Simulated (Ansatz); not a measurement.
## Ansatz run on NaHgF3 (Pnma, 20 atoms in the cell): self-consistent single point

Computed with PBE (plane waves, PAW; Ansatz, a quantum-chemistry and plane-wave program).

This input was run:

Ansatz 0.2 input:
```yaml
crystal:
  lattice:
    - [5.853007, 0.000000, 0.000000]
    - [0.000000, 8.258585, 0.000000]
    - [0.000000, 0.000000, 5.833469]
  atoms:
    - { symbol: Na, position: [0.487700, 0.250000, 0.991600] }
    - { symbol: Na, position: [0.987700, 0.250000, 0.508400] }
    - { symbol: Na, position: [0.512300, 0.750000, 0.008400] }
    - { symbol: Na, position: [0.012300, 0.750000, 0.491600] }
    - { symbol: Hg, position: [0.000000, 0.000000, 0.000000] }
    - { symbol: Hg, position: [0.500000, 0.500000, 0.500000] }
    - { symbol: Hg, position: [0.000000, 0.500000, 0.000000] }
    - { symbol: Hg, position: [0.500000, 0.000000, 0.500000] }
    - { symbol: F, position: [0.031300, 0.250000, 0.058600] }
    - { symbol: F, position: [0.531300, 0.250000, 0.441400] }
    - { symbol: F, position: [0.968700, 0.750000, 0.941400] }
    - { symbol: F, position: [0.468700, 0.750000, 0.558600] }
    - { symbol: F, position: [0.288000, 0.537000, 0.213000] }
    - { symbol: F, position: [0.788000, 0.963000, 0.287000] }
    - { symbol: F, position: [0.712000, 0.037000, 0.787000] }
    - { symbol: F, position: [0.212000, 0.463000, 0.713000] }
    - { symbol: F, position: [0.712000, 0.463000, 0.787000] }
    - { symbol: F, position: [0.212000, 0.037000, 0.713000] }
    - { symbol: F, position: [0.288000, 0.963000, 0.213000] }
    - { symbol: F, position: [0.788000, 0.537000, 0.287000] }
kpoints:
  mp_grid: { grid: [5, 4, 5] }
hamiltonian:
  xc: pbe
  pseudopotentials: { kind: paw }
scf:
  occupations: { method: fermi_dirac, width: 0.1 eV }
output:
  forces: true
  eigenvalues: true
  stress: true
```

Output, abridged:

```
WARN basis.ecutwfc = 420 eV, the default
WARN ansatz: RAYON_NUM_THREADS=1 ignored (pool sized by the plan → 1); use --threads N
Pseudopotentials: kind: paw
Pseudopotential: Na, paw, valence charge 9
Pseudopotential: Hg, paw, valence charge 20
Pseudopotential: F, paw, valence charge 7
Crystal: 20 atoms, lattice volume = 281.976 Å³
Basis set: ecut = 420 eV, 5511 PW (Γ), exchange–correlation on 80×120×80 points (8 copies of the dense FFT grid, shifted against one another)
Bands: 120, of which v1, the nominal top of the filled ones, is band 100 counted from 1 (99 counted from 0)
Symmetry: 8 space group operations
Space group: Pnma (ITA 62), of the structure as read, at distance tolerance 6.6e-5 Å
k-points: 27 of 100
Initial density: superposition of atomic densities (neutral atoms: chi_scale 0, normalization atom), corrected by the library's trained network
Initial wavefunctions: pseudopotential atomic-orbital guess
Eigensolver: davidson
Functional: x = pbe(κ = 0.804, μ = 0.2195149727645171), c = pbe(β = 0.06672455060314922)
SCF iter   1: F=—  HF=-70898.169848 eV  |F-HF|=—  |Δ(HF+E_count)|=         —  Δρ=1.95e-3  dr2=5.38e-3  ethr=1.77e-3  ⟨swp⟩=5.3  Hψ=11416  notcnv=0  defer=90
all-band conjugate gradients solve this SCF's bands
preconditioner: auto → Resta (q_TF=auto, 2.576 Å⁻¹)
SCF iter   2: F=—  HF=-70898.175662 eV  |F-HF|=—  |Δ(HF+E_count)|=   5.81e-3  Δρ=1.00e-3  dr2=9.28e-4  ethr=2.69e-6  ⟨swp⟩=2.0  Hψ=5887  notcnv=0  defer=194
SCF iter   3: F=—  HF=-70898.176628 eV  |F-HF|=—  |Δ(HF+E_count)|=   9.67e-4  Δρ=4.14e-4  dr2=1.96e-4  ethr=4.64e-7  ⟨swp⟩=2.0  Hψ=4266  notcnv=0  defer=194
SCF iter   4: F=—  HF=-70898.177093 eV  |F-HF|=—  |Δ(HF+E_count)|=   4.65e-4  Δρ=6.94e-5  dr2=1.16e-5  ethr=9.82e-8  ⟨swp⟩=2.0  Hψ=4399  notcnv=0  defer=194
SCF iter   5: F=—  HF=-70898.176025 eV  |F-HF|=—  |Δ(HF+E_count)|=   1.07e-3  Δρ=2.21e-5  dr2=1.22e-6  ethr=5.80e-9  ⟨swp⟩=2.0  Hψ=5200  notcnv=0  defer=194
SCF iter   6: F=—  HF=-70898.176026 eV  |F-HF|=—  |Δ(HF+E_count)|=   9.97e-7  Δρ=1.29e-5  dr2=3.53e-7  ethr=6.08e-10  ⟨swp⟩=2.3  Hψ=5073  notcnv=0  defer=194
SCF iter   7: F=—  HF=-70898.176026 eV  |F-HF|=—  |Δ(HF+E_count)|=   9.14e-9  Δρ=7.76e-6  dr2=1.11e-7  ethr=1.77e-10  ⟨swp⟩=2.0  Hψ=4766  notcnv=0  defer=194
SCF iter   8: F=-70898.176026 eV  HF=-70898.176026 eV  |F-HF|=2.18e-10  |Δ(HF+E_count)|=   6.77e-9  Δρ=2.02e-6  dr2=9.04e-9  ethr=5.00e-11  ⟨swp⟩=8.5  Hψ=11691  notcnv=0
SCF 1 converged in 8 iterations: F = -70898.176026 eV  dr2 = 9.04e-9
SCF converged after 8 iterations
Free energy (F): -70898.176026 eV
Harris-Foulkes:  -70898.176026 eV  (|F-HF|=2.18e-10)
Internal energy: -70898.159337 eV  (E = F + TS)
E sigma→0 (E₀):  -70898.167681 eV
Entropy (-TS):   -0.016689 eV (-0.834 meV/atom)
Fermi energy:    7.820663 eV
--- Per-component energies (eV) ---
  E_band       = -2990.228273
  E_kinetic    = 5413.186846
  E_local      = -24655.736284  (includes V_loc(G=0)·N_el)
  E_nonlocal   = 1657.960103
  E_hartree    = 9900.868703
  E_xc         = -2000.228678
  E_vxc        = -2484.156773  (∫ρ·V_xc dr)
  E_paw        = -43246.285648  (= ΣΔE_a)
  E_vpaw       = -2723.250250  (= ΣTr[D̂ρ^β])
  E_aug_tail   = 0.028676  (compensation charges beyond the density's cutoff)
  E_ewald      = -17967.953055
  E_smearing   = -0.016689  (= −TS)
  E_closure    = 0.000000  (closes the sum)
  Σ components = -70898.176026   (vs F -70898.176026, Δ=0.00e0)
--- Forces (eV/Å), atoms counted from 1 ---
  atom   1  Na    -0.07230749     0.00000000    -0.02078625
  atom   2  Na    -0.07230749     0.00000000     0.02078625
  atom   3  Na     0.07230749     0.00000000     0.02078625
  atom   4  Na     0.07230749     0.00000000    -0.02078625
  atom   5  Hg     0.00000000    -0.00000000    -0.00000000
  atom   6  Hg     0.00000000     0.00000000     0.00000000
  atom   7  Hg     0.00000000     0.00000000    -0.00000000
  atom   8  Hg     0.00000000    -0.00000000     0.00000000
  atom   9  F      0.53255249     0.00000000     1.16992136
  atom  10  F      0.53255249     0.00000000    -1.16992136
  atom  11  F     -0.53255249     0.00000000    -1.16992136
  atom  12  F     -0.53255249     0.00000000     1.16992136
  atom  13  F      0.60489682     0.88685861    -0.72301867
  atom  14  F      0.60489682    -0.88685861     0.72301867
  atom  15  F     -0.60489682     0.88685861     0.72301867
  atom  16  F     -0.60489682    -0.88685861    -0.72301867
  atom  17  F     -0.60489682    -0.88685861     0.72301867
  atom  18  F     -0.60489682     0.88685861    -0.72301867
  atom  19  F      0.60489682    -0.88685861    -0.72301867
  atom  20  F      0.60489682     0.88685861     0.72301867
  max |Σ_I F_I| component: 3.33e-16 eV/Å
--- Stress (GPa, compression-positive) ---
       23.502352       0.000000      -0.000000
        0.000000      24.851248       0.000000
       -0.000000       0.000000      23.853919
  P = ⅓ Tr σ = 24.0692 GPa (240.692 kbar)
  The stress holds the Pulay correction. Without it, at fixed plane waves, as pw.x and ABINIT print it: P = 23.5553 GPa
--- Band table (eV; the first three rows and the last of 27) ---
  k-point 0: bands = ["-105.4231", "-105.4231", "-105.4231", "-105.4231", "-54.0415", "-54.0415", "-54.0406", "-54.0406", "-54.0360", "-54.0359", "-54.0357", "-54.0356", "-54.0321", "-54.0321", "-54.0319", "-54.0319", "-44.4361", "-44.4360", [...]
  k-point 1: bands = ["-105.4231", "-105.4231", "-105.4231", "-105.4231", "-54.0415", "-54.0415", "-54.0406", "-54.0405", "-54.0360", "-54.0359", "-54.0357", "-54.0356", "-54.0321", "-54.0321", "-54.0320", "-54.0319", "-44.4361", "-44.4360", [...]
  k-point 2: bands = ["-105.4231", "-105.4231", "-105.4231", "-105.4231", "-54.0415", "-54.0415", "-54.0406", "-54.0406", "-54.0359", "-54.0359", "-54.0357", "-54.0356", "-54.0321", "-54.0321", "-54.0321", "-54.0320", "-44.4360", "-44.4359", [...]
  k-point 26: bands = ["-105.4231", "-105.4231", "-105.4231", "-105.4231", "-54.0410", "-54.0410", "-54.0410", "-54.0410", "-54.0359", "-54.0359", "-54.0358", "-54.0358", "-54.0320", "-54.0320", "-54.0320", "-54.0320", "-44.4359", "-44.4359", [...]
```

The run converged in 8 iterations.

The starting cell was generated: these elements placed on a structure prototype, without a prior relaxation; it need not be a known phase or ordering of this composition. Spin-orbit coupling is off. With a pressure of about 24 GPa the cell is away from its equilibrium volume at this level. Forces in this geometry exceed 1 eV/Å. Ansatz's pressure includes its estimate of the finite-basis (Pulay) stress. Without the estimate this run gives 23.56 GPa. A gap is left out here, as mesh or smearing make it unsure.

Cost on one core of a shared machine: roughly 40 s.
